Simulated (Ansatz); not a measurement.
A self-consistent single point of ZrSeS (P3m1, 3 atoms in the cell) with Ansatz (a first-principles code).

Computed with LDA (PW92), harder PAW files (source: ansatz) made with PBE (plane waves; Ansatz).

```yaml
crystal:
  lattice:
    - [3.76127, 0.00000, 0.00000]
    - [-1.88064, 3.25736, 0.00000]
    - [0.00000, 0.00000, 6.25352]
  atoms:
    - { symbol: Zr, position: [0.00000, 0.00000, 0.02050] }
    - { symbol: Se, position: [0.66667, 0.33333, 0.75338] }
    - { symbol: S, position: [0.33333, 0.66667, 0.23411] }
```

Reference input (self-consistent single point, DFT, LDA (PW92), plane waves, default PAW files made with PBE): basis.ecutwfc = 420 eV; kpoints.mp_grid.grid = 8 8 4; hamiltonian.xc = lda; hamiltonian.pseudopotentials = {kind: paw} (the program's default PAW files); scf.occupations.method = fermi_dirac; scf.occupations.width = 0.02 eV. This run's input differs from it in these lines:

Ansatz 0.2 input:
```diff
@@ -10,3 +10,3 @@
 basis:
-  ecutwfc: 420.0
+  ecutwfc: 405.0
 kpoints:
@@ -15,3 +15,3 @@
   xc: lda
-  pseudopotentials: { kind: paw }
+  pseudopotentials: { kind: paw, source: ansatz }
 scf:
```

Output (repeated stretches shortened):

```
SCF iter   1: F=—  HF=-10337.701409 eV  |F-HF|=—  |Δ(HF+E_count)|=         —  Δρ=7.74e-2  dr2=1.85e1  ethr=3.10e-3  ⟨swp⟩=6.0  Hψ=3867  notcnv=0
all-band conjugate gradients solve this SCF's bands
preconditioner: auto → LDOS
SCF iter   2: F=—  HF=-10335.984546 eV  |F-HF|=—  |Δ(HF+E_count)|=    1.72e0  Δρ=4.76e-2  dr2=4.44e0  ethr=3.10e-3  ⟨swp⟩=4.1  Hψ=2017  notcnv=0
   [... lines left out ...]
SCF iter   7: F=—  HF=-10334.927694 eV  |F-HF|=—  |Δ(HF+E_count)|=   2.08e-5  Δρ=1.27e-4  dr2=2.85e-5  ethr=3.49e-7  ⟨swp⟩=2.1  Hψ=1082  notcnv=0
SCF iter   8: F=—  HF=-10334.927686 eV  |F-HF|=—  |Δ(HF+E_count)|=   8.10e-6  Δρ=2.37e-5  dr2=7.04e-7  ethr=8.39e-8  ⟨swp⟩=2.0  Hψ=941  notcnv=0
SCF iter   9: F=—  HF=-10334.927686 eV  |F-HF|=—  |Δ(HF+E_count)|=   3.99e-9  Δρ=7.94e-6  dr2=1.04e-7  ethr=2.94e-10  ⟨swp⟩=6.6  Hψ=3475  notcnv=0
SCF iter  10: F=-10334.927686 eV  HF=-10334.927686 eV  |F-HF|=5.31e-10  |Δ(HF+E_count)|=   1.47e-8  Δρ=2.66e-6  dr2=7.22e-9  ethr=2.94e-10  ⟨swp⟩=4.1  Hψ=2301  notcnv=0
SCF 1 converged in 10 iterations: F = -10334.927686 eV  dr2 = 7.22e-9
Free energy (F): -10334.927686 eV
Internal energy: -10334.927686 eV  (E = F + TS)
E sigma→0 (E₀):  -10334.927686 eV
Entropy (-TS):   -0.000000 eV (-0.000 meV/atom)
Fermi energy:    7.614064 eV
--- Forces (eV/Å), atoms counted from 1 ---
  atom   1  Zr     0.00000000     0.00000000    -0.53332041
  atom   2  Se     0.00000000     0.00000000     0.66215513
  atom   3  S      0.00000000     0.00000000    -0.12879923
--- Stress (GPa, compression-positive) ---
       -5.412368       0.000000       0.000000
        0.000000      -5.412368       0.000000
        0.000000       0.000000      -4.162757
  P = ⅓ Tr σ = -4.9958 GPa (-49.958 kbar)
  The stress holds the Pulay correction. Without it, at fixed plane waves, as pw.x and ABINIT print it: P = -9.1777 GPa
```

The run converged in 10 iterations. Against the reference run the pressure stays at -5.00 GPa, the largest force moves little (0.659 to 0.662 eV/Å) and the gap on the mesh moves little (0.549 to 0.552 eV).

The starting cell comes from a database of computed structures (which also holds hypothetical and non-ambient phases and stackings), without a prior relaxation at this level. Its lattice was rescaled by up to half a per cent. One atom was moved a little off its site on purpose. Ansatz's pressure includes its estimate of the finite-basis (Pulay) stress. Without the estimate this run gives -9.18 GPa. The cutoff lies below the one recommended for these files.
